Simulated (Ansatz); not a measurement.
# MgAlNO (model structure, started from the AlSiCN type, P3m1, No. 156, 4 atoms in the cell): lattice parameter c by level of theory

No measured value is used here.

### Question
Put these levels in order of the lattice parameter c that they give for MgAlNO (model structure, started from the AlSiCN type, P3m1, No. 156, 4 atoms in the cell), smallest first: LDA (Ansatz, an electronic-structure program), PBE (Ansatz), PBEsol (Ansatz).

### Answer
LDA (5.025 Å), PBEsol (5.083 Å), PBE (5.130 Å)

Ansatz's density-functional and Hartree–Fock values are scalar-relativistic unless marked +SOC, with PAW data made under PBE.

A model structure was made by putting elements into a prototype or built by hand; it is no filed structure, need not be a known phase, and can be a saddle point held by its symmetry.
